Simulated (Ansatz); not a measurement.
The parent structure is Si in the diamond structure (space group Fd-3m, No. 227; a = 5.444 Å). Axes: x, y, z lie along the cube axes.

Structures relaxed with DFT with r2SCAN, PAW potentials and a 500 eV plane-wave cutoff in Ansatz (a first-principles code), scalar-relativistic without spin-orbit coupling.

Base:

Simulated powder pattern, Cu Kα1, λ = 1.54056 Å (kinematic, ideal powder, no thermal factors, no anomalous dispersion; the 10 strongest lines at most, above 2 %, up to 2θ = 90°):

```tsv
2θ (°)	I/Imax (%)	hkl
28.37	100	(111)
47.18	67	(220)
55.97	40	(311)
68.93	11	(400)
76.15	16	(331)
87.76	23	(422)
```

After one change:

Simulated powder pattern, Cu Kα1, λ = 1.54056 Å (kinematic, ideal powder, no thermal factors, no anomalous dispersion; the 10 strongest lines at most, above 2 %, up to 2θ = 90°):

```json
[
 {"2θ (°)": "28.21", "I/Imax (%)": "100"},
 {"2θ (°)": "28.54", "I/Imax (%)": "99"},
 {"2θ (°)": "46.75", "I/Imax (%)": "23"},
 {"2θ (°)": "47.18", "I/Imax (%)": "89"},
 {"2θ (°)": "47.61", "I/Imax (%)": "22"},
 {"2θ (°)": "55.69", "I/Imax (%)": "27"},
 {"2θ (°)": "56.26", "I/Imax (%)": "26"},
 {"2θ (°)": "68.94", "I/Imax (%)": "21"},
 {"2θ (°)": "87.13", "I/Imax (%)": "16"},
 {"2θ (°)": "88.40", "I/Imax (%)": "15"}
]
```

Q: What was done to the base?
A) tensor shear ε_xy = +1.43 %
B) tensor shear ε_xy = +0.57 %
C) tensor shear ε_xy = +1.71 %
D) tensor shear ε_xy = +0.86 %

A: D, tensor shear ε_xy = +0.86 %. Its volume per atom is 20.17 Å³ against 20.17 Å³, and its space group is Imma (No. 74).

The cells carry an imposed strain or load. Stability against distortions was not tested.
